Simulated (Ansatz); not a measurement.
Inside the gap of an insulator the Bloch states are evanescent, with a wavenumber k + iκ along the transport direction.

Given:

```
SrO
1.0
    3.65402     0.00000     0.00000
    0.00000     5.16757     0.00000
    1.82701     2.58379     1.82701
Sr O
1 1
Cartesian
  0.00000   2.58379   0.00000
  0.00000   0.00000   0.00000
```

Space group of this cell: Fm-3m, rock salt. The cell is taken as given.

Transport runs along the normal of the first two printed cell vectors, the (110) plane of the conventional cell.

No gap correction and no spin-orbit coupling; mid-gap values are interpolated between computed energies.

**Question.** Predict the band gap and the smallest decay constant κ at mid-gap from r2SCAN in Ansatz (a program for electronic structure).

**Answer.** Gap 3.80 eV on a 16×16×16 mesh; κ = 0.333 1/Å, at the zone centre.
